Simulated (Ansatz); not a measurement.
Defect: interstitial Li in rock-salt LiF, charge state +1. The step: several atoms move together, Li the farthest; the atom moves 1.33 Å along (-0.19, -0.19, -0.19) of the unit cell; the moving atom starts with neighbours 3 F at 1.84, F at 2.30, 2 F at 2.31; Li at 2.18 Å and ends with 4 F at 1.76; 4 Li at 2.18 Å. DFT values are from Ansatz (plane-wave PAW, 420 eV unless said) in a cell of 64 host sites, spin-restricted, static, with no finite-size correction. The charge state is imposed; whether it is stable for some Fermi level was not computed. Sites that were not tried may lie lower. For the PBE band: the saddle point's order was not checked, and it lies on a symmetry element of the cell, where a band can be held.

```tsv
Level	Forward barrier (eV)	Cost of the band or of the saddle's single point
CHGNet universal potential (has no charge state), its own band	0.14	-
PBE, the Γ point alone, band relaxed	0.23	about 4 core-minutes (a rough figure)
PBE, a 2×2×2 k-point mesh shifted by half a step, same geometries	0.24	very roughly 80 core-seconds
r2SCAN at 500 eV, the Γ point alone, same geometries	0.25	roughly 40 core-seconds
```

Ansatz is a first-principles code.
